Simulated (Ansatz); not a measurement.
Amorphous Hf$_{18}$O$_{39}$In$_{2}$, 59 atoms at 8.80 g/cm³, one PBE-relaxed geometry, zone centre. Methods: PBE, scalar-relativistic without spin-orbit coupling (Ansatz, a quantum-chemistry and plane-wave program); r2SCAN, scalar-relativistic without spin-orbit coupling (Ansatz); HSE06, scalar-relativistic without spin-orbit coupling (Ansatz). Plane waves to 420 eV (r2SCAN 500 eV); exact exchange is cut at the cell's faces. At PBE the levels at the filled edge of the gap are localised (band-tail or defect states). All rungs ran without spin polarisation.

Preparation: random packing, a CHGNet melt and quench, and a DFT relaxation. O atoms were pushed apart under 1.9 Å during the dynamics, to hinder bonds among them. The hot cell started wider than the set density and was brought back towards it in steps. It is the lowest in DFT energy of 2 quenches. It is a model cell: composition and starting density were chosen by hand, and all elements were melted together. No dispersion term was used. Its density started from a set value of 8.80 and ended at 8.80 g/cm³. Cooling (nominally 380 K/ps over its main leg) ran many orders faster than in experiment, which tends to leave more defects and strain. Values belong to this one cell and scatter from quench to quench. The volume was held where the preparation left it and the shape relaxed, at a PBE pressure of -3.8 GPa (tension). Stress components on the final sampling reach 3.8 GPa.

The relaxation ran on the zone centre alone. At PBE the level gap is 3.12 eV on a 2×2×2 Γ-centred mesh, and the spacing at the zone centre alone 3.15 eV.

Q: What zone-centre spacing does r2SCAN give, roughly?

A: 3.69 eV (+0.54 eV against PBE).

Q: What zone-centre spacing does HSE06 give, roughly?

A: 4.74 eV (+1.59 eV against PBE).

The highest filled and the lowest empty state spread over these numbers of atoms (participation numbers): PBE: 9.6 and 18.0; r2SCAN: 9.5 and 17.8; HSE06: 9.5 and 18.1.
